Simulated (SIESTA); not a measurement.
A self-consistent single point of TiPd (P1, 2 atoms in the cell) with SIESTA.

Method: LDA PW92, numerical atomic orbitals TZP, PseudoDojo LDA standard norm-conserving potentials (rewritten from UPF to PSML) (SIESTA).

The change in words: lattice scaled by 0.98. Reference geometry:
```
CELL_PARAMETERS angstrom
      3.17580     0.00000     0.00000
      0.00000     3.17580     0.00000
      0.00000     0.00000     3.17580
ATOMIC_POSITIONS crystal
  Ti 0.51086 0.50389 0.50314
  Pd 0.98914 0.99611 0.99686
```

Reference input (self-consistent single point, DFT, LDA PW92, numerical atomic orbitals TZP, PseudoDojo LDA standard norm-conserving potentials (rewritten from UPF to PSML)): XC.functional = LDA; XC.authors = PW92; potentials = PseudoDojo LDA standard; PAO.BasisSize = TZP; PAO.EnergyShift = 0.01 Ry; MeshCutoff = 300 Ry; kgrid.MonkhorstPack = 9 9 9; OccupationFunction = MP; OccupationMPOrder = 0; ElectronicTemperature = 580.23 K; MaxSCFIterations = 150; SCF.Mixer.Method = Pulay. This run's input differs from it in these lines:

```diff
@@ -12,5 +12,5 @@
 %block LatticeVectors
-     6.001392227    0.000000000    0.000000000
-     0.000000000    6.001392227    0.000000000
-     0.000000000    0.000000000    6.001392227
+     5.881364382    0.000000000    0.000000000
+     0.000000000    5.881364382    0.000000000
+     0.000000000    0.000000000    5.881364382
 %endblock LatticeVectors
@@ -18,4 +18,4 @@
 %block AtomicCoordinatesAndAtomicSpecies
-     1.622401891    1.600250686    1.597875188  1
-    -0.034501891   -0.012350686   -0.009975188  2
+     1.589953853    1.568245672    1.565917684  1
+    -0.033811853   -0.012103672   -0.009775684  2
 %endblock AtomicCoordinatesAndAtomicSpecies
```

Output (repeated stretches shortened):

```
        iscf     Eharris(eV)        E_KS(eV)     FreeEng(eV)     dDmax    Ef(eV) dHmax(eV)
   scf:    1    -5266.652842    -5284.831938    -5284.838998  1.729126 -3.919558  8.086993
   scf:    2    -5286.472022    -5285.728956    -5285.734160  0.097670 -4.173010  5.502781
   scf:    3    -5287.021359    -5286.563484    -5286.568556  0.159597 -4.753262  2.265613
   scf:    4    -5286.776419    -5286.743016    -5286.747785  0.058414 -5.019467  0.713108
   scf:    5    -5286.630428    -5286.725620    -5286.731556  0.060742 -5.193376  0.927546
   [... 5 lines left out ...]
   scf:   11    -5286.760075    -5286.760077    -5286.765026  0.000077 -5.099183  0.003942
   scf:   12    -5286.760070    -5286.760074    -5286.765027  0.000177 -5.099677  0.001046
   scf:   13    -5286.760075    -5286.760075    -5286.765027  0.000028 -5.099587  0.000239
   scf:   14    -5286.760075    -5286.760075    -5286.765027  0.000009 -5.099563  0.000001
SCF Convergence by DM+H criterion
max |DM_out - DM_in|         :     0.0000085446
max |H_out - H_in|      (eV) :     0.0000014151
SCF cycle converged after 14 iterations

Using DM_out to compute the final energy and forces

siesta: E_KS(eV) =            -5286.7601

siesta: E_KS - E_eggbox =     -5286.7601

siesta: Atomic forces (eV/Ang):
     1   -0.244880   -0.100925   -0.081020
     2    0.241683    0.086695    0.069208
   Tot   -0.003197   -0.014230   -0.011812
   Max    0.244880
   Res    0.156755    sqrt( Sum f_i^2 / 3N )
   Max    0.244880    constrained

Stress tensor Voigt[x,y,z,yz,xz,xy] (kbar):       41.07       36.04       35.99       -0.21       -0.99       -1.27
(Free)E + p*V (eV/cell)    -5287.4744
Target enthalpy (eV/cell)    -5286.7650

siesta: Program's energy decomposition (eV):
siesta: FreeEng =     -5286.765027

   [... lines left out ...]
siesta:     0.025632   -0.000792   -0.000617
siesta:    -0.000792    0.022496   -0.000132
siesta:    -0.000617   -0.000132    0.022462

siesta: Cell volume =         30.146553 Ang**3

siesta: Pressure (static):
siesta:                Solid            Molecule  Units
siesta:          -0.00025628         -0.00017660  Ry/Bohr**3
siesta:          -0.02353011         -0.01621428  eV/Ang**3
siesta:         -37.69939429        -25.97814720  kBar
```

The run converged in 14 iterations. Against the reference run the free energy drops by 51.1 meV/atom, the pressure goes from -13.00 to -3.77 GPa and the largest force goes from 0.177 to 0.277 eV/Å.

The starting cell comes from a database of computed structures (which also holds hypothetical and non-ambient phases and stackings), without a prior relaxation at this level. Its atoms were displaced at random from the sites of space group no. 221. For this run, on top of that: lattice scaled by 0.98. Spin polarisation is off. Values carry the incompleteness of an atom-centred basis. With a pressure of about -4 GPa the cell is away from its equilibrium volume at this level.

Cost on one core of a shared machine: roughly 50 s.
